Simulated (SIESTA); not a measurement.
Worked example: self-consistent single point of CdHgSe₂ (R3m, 4 atoms in the cell) in SIESTA.

Method of the run: SIESTA with GGA PBEsol, numerical atomic orbitals DZP, PseudoDojo PBEsol standard norm-conserving potentials (rewritten from UPF to PSML).

```
CELL_PARAMETERS angstrom
      2.17039     1.25308     7.08105
     -2.17039     1.25308     7.08105
      0.00000    -2.50615     7.08105
ATOMIC_POSITIONS crystal
  Cd 0.50268 0.50268 0.50268
  Hg 0.99985 0.99985 0.99985
  Se 0.87420 0.87420 0.87420
  Se 0.37560 0.37560 0.37560
```

Reference input (self-consistent single point, DFT, GGA PBEsol, numerical atomic orbitals DZP, PseudoDojo PBEsol standard norm-conserving potentials (rewritten from UPF to PSML)): XC.functional = GGA; XC.authors = PBEsol; potentials = PseudoDojo PBEsol standard; PAO.BasisSize = DZP; PAO.EnergyShift = 0.01 Ry; MeshCutoff = 400 Ry; kgrid.MonkhorstPack = 4 4 4; OccupationFunction = MP; OccupationMPOrder = 0; ElectronicTemperature = 1160.45 K; MaxSCFIterations = 150; SCF.Mixer.Method = Pulay. This run's input differs from it in these lines:

```diff
@@ -31,5 +31,5 @@
 %block kgrid.MonkhorstPack
-    4   0   0  0.0
-    0   4   0  0.0
-    0   0   4  0.0
+    6   0   0  0.0
+    0   6   0  0.0
+    0   0   6  0.0
 %endblock kgrid.MonkhorstPack
@@ -37,3 +37,3 @@
 OccupationMPOrder            0
-ElectronicTemperature        1160.45 K
+ElectronicTemperature        580.23 K
```

The program printed (abridged):

```
        iscf     Eharris(eV)        E_KS(eV)     FreeEng(eV)     dDmax    Ef(eV) dHmax(eV)
   scf:    1   -15767.649185   -15840.124161   -15840.130520  0.744201 -0.098549 47.540546
   scf:    2   -15899.577145   -15883.839864   -15883.840009  1.047376 -2.879115  8.414530
   scf:    3   -15886.183412   -15885.211702   -15885.211718  0.119385 -3.058962  3.095101
   scf:    4   -15885.533965   -15885.432896   -15885.433059  0.084068 -3.192773  0.800253
   scf:    5   -15885.435855   -15885.439082   -15885.439228  0.043946 -3.351309  0.397894
   [... 4 lines left out ...]
   scf:   10   -15885.442450   -15885.442449   -15885.442673  0.000182 -3.338578  0.000605
   scf:   11   -15885.442449   -15885.442449   -15885.442673  0.000044 -3.338651  0.000100
   scf:   12   -15885.442449   -15885.442449   -15885.442673  0.000017 -3.338673  0.000057
   scf:   13   -15885.442449   -15885.442449   -15885.442673  0.000009 -3.338690  0.000027
SCF Convergence by DM+H criterion
max |DM_out - DM_in|         :     0.0000088536
max |H_out - H_in|      (eV) :     0.0000267728
SCF cycle converged after 13 iterations

Using DM_out to compute the final energy and forces

siesta: E_KS(eV) =           -15885.4424

siesta: E_KS - E_eggbox =    -15885.4424

siesta: Atomic forces (eV/Ang):
     1    0.000000   -0.000003   -0.330370
     2   -0.000000   -0.000003    0.135171
     3   -0.000000    0.000003    0.184182
     4   -0.000000    0.000002    0.010280
   Tot   -0.000000   -0.000001   -0.000737
   Max    0.330370
   Res    0.115990    sqrt( Sum f_i^2 / 3N )
   Max    0.330370    constrained

Stress tensor Voigt[x,y,z,yz,xz,xy] (kbar):       23.29       23.29       35.09       -0.00       -0.00        0.00
(Free)E + p*V (eV/cell)   -15887.4057
   [... lines left out ...]
siesta: FreeEng =    -15885.442673
siesta: Cell volume =        115.548750 Ang**3
siesta:         -27.21949870        -40.42138754  kBar
   [... lines left out ...]
   4 16.654   1.790   0.038   1.635   1.592   1.635  -0.115  -0.071  -0.115
              2.001   2.001   2.001   2.001   2.001   0.053   0.048   0.057

              0.048   0.053

mulliken: Qtot =       72.000

Mulliken Atomic Populations:
Atom #   charge [q] valence [e]  Species
     1     0.181716   19.818284  Cd
     2     0.813702   19.186298  Hg
     3    -0.341883   16.341883  Se
     4    -0.653535   16.653535  Se
 Total    -0.000000
```

The run converged in 13 iterations. Against the reference run the free energy falls by 12.5 meV/atom, the pressure goes from -2.59 to -2.72 GPa, the largest force moves little (0.337 to 0.330 eV/Å) and the gap on the mesh goes from 0.068 to 0.074 eV.

The starting cell comes from a database of computed structures (which also holds hypothetical and non-ambient phases and stackings), without a prior relaxation at this level. Its lattice was rescaled by up to half a per cent. One atom was moved a little off its site on purpose. Spin-orbit coupling is off. Values carry the incompleteness of an atom-centred basis.

Cost on one core of a shared machine: roughly 2 min.
